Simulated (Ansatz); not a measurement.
**Several settings converged on a (001) slab of PtS2 (cut from a parent of space group no. 164; 6 atoms in the cell)**

```
CELL_PARAMETERS angstrom
      3.52230     0.00000     0.00000
     -1.76115     3.05040     0.00000
      0.00000     0.00000    21.32160
ATOMIC_POSITIONS crystal
  Pt 0.00000 0.00000 0.38240
  S  0.33333 0.66667 0.43650
  S  0.66667 0.33333 0.32831
  Pt 0.00000 0.00000 0.61760
  S  0.33333 0.66667 0.67169
  S  0.66667 0.33333 0.56350
```

Base method: PBE (plane waves, PAW; Ansatz, a first-principles code).

Base settings: basis.ecutwfc = 420 eV; kpoints.mp_grid.grid = 7 7 1; hamiltonian.xc = pbe; hamiltonian.pseudopotentials = {kind: paw} (the program's default PAW files); scf.occupations.method = fermi_dirac; scf.occupations.width = 0.05 eV.

The count of work is k-points × plane waves × bands × iterations; it is no time. 

**The k-point mesh**

Only quantities that move along the ladder and can be compared are tabulated.

```csv
kpoints.mp_grid.grid,free energy less the last step's (meV/atom),largest difference of a force vector from the last step's (eV/Å),gap on the mesh (eV),count of work / last
2 2 1,-321.22,1.335,2.523,0.045
3 3 1,-28.21,0.105,1.740,0.068
4 4 1,4.44,0.108,1.473,0.091
5 5 1,0.24,0.055,1.530,0.11
6 6 1,0.00,0.002,1.400,0.16
7 7 1,0.40,0.011,1.111,0.18
8 8 1,0.18,0.004,1.086,0.23
9 9 1,-0.03,0.001,1.207,0.27
11 11 1,-0.01,0.000,1.076,0.36
13 13 1,0.00,0.000,1.127,0.48
15 15 1,0.00,0.000,1.074,0.61
17 17 1,0.00,0.000,1.121,0.75
20 20 1,0.00,0.000,1.075,1.0
```

Coarsest kpoints.mp_grid.grid that holds the forces within 0.02 eV/Å of the last step, with all finer ones: 6 6 1, at 0.16 of the last step's count of work; the step before is off by 0.055 eV/Å.

Coarsest kpoints.mp_grid.grid that holds the free energy within 0.5 meV/atom of the last step, with all finer ones: 5 5 1, at 0.11 of the last step's count of work; the step before is off by 4.4 meV/atom.

The gap on the mesh jumps up and down from mesh to mesh; it is no smooth measure of convergence.

**The depth of the slab**

On the (001) slab of PtS2 (cut from a parent of space group no. 164; 3 atoms in the cell), and deeper slabs.

The mesh stays at the base's, so the ladder's end is converged at best in this setting alone.

Only quantities that move along the ladder and can be compared are tabulated.

```csv
atoms,gap on the mesh (eV),count of work / last
3,1.961,0.049
6,1.111,0.14
9,0.970,0.26
12,0.891,0.46
15,0.844,0.66
18,0.815,1.0
```

State of the gap on the mesh at the end of the ladder: still drifting one way, by 0.076 eV over the last two steps, so the last step is no safe reference.

On the base run: the starting cell has typed, rounded lattice constants, without a prior relaxation at this level. The slab is cut from that crystal, and its faces are unrelaxed. Its lattice was rescaled by up to half a per cent. Spin-orbit coupling is off. Spin polarisation is off, though cut faces can carry moments; a gap of a slab can lie between surface states. In the base run, forces exceed 1 eV/Å.

Keys are those of Ansatz 0.2.
